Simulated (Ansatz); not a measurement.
Consider Ge in the diamond structure (space group Fd-3m, No. 227; a = 5.6727 Å).

All numbers come from r2SCAN (Ansatz, an electronic-structure program), scalar-relativistic without spin-orbit coupling, earlier PAW set.

One change was made to it. Results:

| quantity | base | after |
|---|---|---|
| volume per atom | 22.82 Å³ | 35.42 Å³ |
| band gap | 0.37 eV | zero |

Q: Which of these changes matches the shifts?
(A) Ge → Ru
(B) Ge → Os
(C) Ge → Sn
(D) Ge → Pb

A: C, Ge → Sn. For comparison, the volume per atom in the other runs: Ge → Ru gives 19.86 Å³; Ge → Pb gives 42.01 Å³; Ge → Os gives 21.01 Å³.

No phonon test of stability was made. As relaxed here, Ru and Os are hypothetical phases, not in the database extracts checked. For Pb in this form, whether it has been made was not checked. The final runs are not spin-polarised. This is not the structure that Pb has at room temperature and ambient pressure.
